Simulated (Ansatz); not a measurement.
Input and output of a self-consistent single point for GaCuGeSe4 (C2, 7 atoms in the cell) (Ansatz, a quantum-chemistry and plane-wave program).

Level of theory: LDA (PW92), default PAW files made with PBE (plane waves; Ansatz).

The change in words: lattice scaled by 0.98; kpoints.mp_grid.grid: 3 3 3 → 11 11 11. Reference geometry:
```
GaCuGeSe4
1.0
   -2.76146     2.76146     5.42151
    2.76146    -2.76146     5.42151
    2.76146     2.76146    -5.42151
Ga Cu Ge Se
1 1 1 4
Cartesian
  0.00000   0.00000   5.47150
  2.76146   0.00000   2.71075
  0.00000   2.76146   2.71075
  1.31374   1.28988  -1.29628
  1.28988   4.20918   1.29628
  1.44772   1.47158   4.12522
  1.47158  -1.44772   6.71779
```

Reference input (self-consistent single point, DFT, LDA (PW92), plane waves, default PAW files made with PBE): basis.ecutwfc = 420 eV; kpoints.mp_grid.grid = 3 3 3; hamiltonian.xc = lda; hamiltonian.pseudopotentials = {kind: paw} (the program's default PAW files); scf.occupations.method = fixed. This run's input differs from it in these lines:

Ansatz 0.2 input:
```diff
@@ -2,13 +2,13 @@
   lattice:
-    - [-2.76146000, 2.76146000, 5.42150600]
-    - [2.76146000, -2.76146000, 5.42150600]
-    - [2.76146000, 2.76146000, -5.42150600]
+    - [-2.70623100, 2.70623100, 5.31307600]
+    - [2.70623100, -2.70623100, 5.31307600]
+    - [2.70623100, 2.70623100, -5.31307600]
   atoms:
-    - { symbol: Ga, position_ang: [-0.00000000, 0.00000000, 5.47150313] }
-    - { symbol: Cu, position_ang: [2.76146000, 0.00000000, 2.71075300] }
-    - { symbol: Ge, position_ang: [-0.00000000, 2.76146000, 2.71075300] }
-    - { symbol: Se, position_ang: [1.31373698, 1.28987797, -1.29628208] }
-    - { symbol: Se, position_ang: [1.28987797, 4.20918302, 1.29628208] }
-    - { symbol: Se, position_ang: [1.44772302, 1.47158203, 4.12522392] }
-    - { symbol: Se, position_ang: [1.47158203, -1.44772302, 6.71778808] }
+    - { symbol: Ga, position_ang: [0.00000000, -0.00000000, 5.36207319] }
+    - { symbol: Cu, position_ang: [2.70623100, 0.00000000, 2.65653800] }
+    - { symbol: Ge, position_ang: [-0.00000000, 2.70623100, 2.65653800] }
+    - { symbol: Se, position_ang: [1.28746234, 1.26408050, -1.27035647] }
+    - { symbol: Se, position_ang: [1.26408050, 4.12499966, 1.27035647] }
+    - { symbol: Se, position_ang: [1.41876866, 1.44215050, 4.04271953] }
+    - { symbol: Se, position_ang: [1.44215050, -1.41876866, 6.58343247] }
 basis:
@@ -17,3 +17,3 @@
   mp_grid:
-    grid: [3, 3, 3]
+    grid: [11, 11, 11]
 hamiltonian:
```

Output (repeated stretches shortened):

```
SCF iter   1: F=—  HF=-36013.981259 eV  |F-HF|=—  |Δ(HF+E_count)|=         —  Δρ=9.26e-3  dr2=7.54e-2  ethr=1.77e-3  ⟨swp⟩=5.0  Hψ=72372  notcnv=0  defer=3277
all-band conjugate gradients solve this SCF's bands
preconditioner: auto → Resta (q_TF=auto, 2.575 Å⁻¹)
SCF iter   2: F=—  HF=-36013.984708 eV  |F-HF|=—  |Δ(HF+E_count)|=   3.45e-3  Δρ=8.86e-3  dr2=8.47e-2  ethr=6.85e-5  ⟨swp⟩=2.4  Hψ=48835  notcnv=0  defer=3283
   [... lines left out ...]
SCF iter   5: F=—  HF=-36013.965733 eV  |F-HF|=—  |Δ(HF+E_count)|=   6.38e-5  Δρ=1.35e-4  dr2=2.79e-5  ethr=3.11e-7  ⟨swp⟩=2.2  Hψ=35179  notcnv=0  defer=1854
SCF iter   6: F=—  HF=-36013.965788 eV  |F-HF|=—  |Δ(HF+E_count)|=   5.53e-5  Δρ=4.79e-5  dr2=4.47e-6  ethr=2.53e-8  ⟨swp⟩=2.1  Hψ=32624  notcnv=0  defer=1452
SCF iter   7: F=—  HF=-36013.965788 eV  |F-HF|=—  |Δ(HF+E_count)|=   2.49e-7  Δρ=2.21e-5  dr2=9.47e-7  ethr=4.06e-9  ⟨swp⟩=2.0  Hψ=32127  notcnv=0  defer=1452
SCF iter   8: F=-36013.965788 eV  HF=-36013.965788 eV  |F-HF|=2.68e-8  |Δ(HF+E_count)|=   3.24e-8  Δρ=6.31e-6  dr2=8.54e-8  ethr=9.09e-11  ⟨swp⟩=10.0  Hψ=124909  notcnv=0
SCF 1 converged in 8 iterations: F = -36013.965788 eV  dr2 = 8.54e-8
Free energy (F): -36013.965788 eV
Internal energy: -36013.965788 eV  (E = F + TS)
E sigma→0 (E₀):  -36013.965788 eV
Fermi energy:    8.220895 eV
--- Forces (eV/Å), atoms counted from 1 ---
  atom   1  Ga     0.00000000     0.00000000    -0.41331042
  atom   2  Cu     0.00000000     0.00000000     0.02589163
  atom   3  Ge     0.00000000     0.00000000     0.12633488
  atom   4  Se    -0.31214937     0.09043832     0.20666778
  atom   5  Se    -0.07406193     0.49785470    -0.07612551
  atom   6  Se     0.31214937    -0.09043832     0.20666778
  atom   7  Se     0.07406193    -0.49785470    -0.07612551
--- Stress (GPa, compression-positive) ---
        0.718091      -0.430536       0.000000
       -0.430537       0.643432       0.000000
        0.000000       0.000000       0.623826
  P = ⅓ Tr σ = 0.6618 GPa (6.618 kbar)
  The stress holds the Pulay correction. Without it, at fixed plane waves, as pw.x and ABINIT print it: P = 0.6212 GPa
```

The run converged in 8 iterations. Against the reference run the free energy goes down by 17.6 meV/atom, the pressure goes from -3.28 to 0.66 GPa, the largest force goes from 0.357 to 0.509 eV/Å and the gap on the mesh goes from 0.659 to 0.902 eV.

The starting cell comes from a database of computed structures (which also holds hypothetical and non-ambient phases and stackings), without a prior relaxation at this level. Its lattice was rescaled by up to half a per cent. One atom was moved a little off its site on purpose. For this run, on top of that: lattice scaled by 0.98. Ansatz's pressure includes its estimate of the finite-basis (Pulay) stress.

Cost on one core of a shared machine: roughly 5 min.
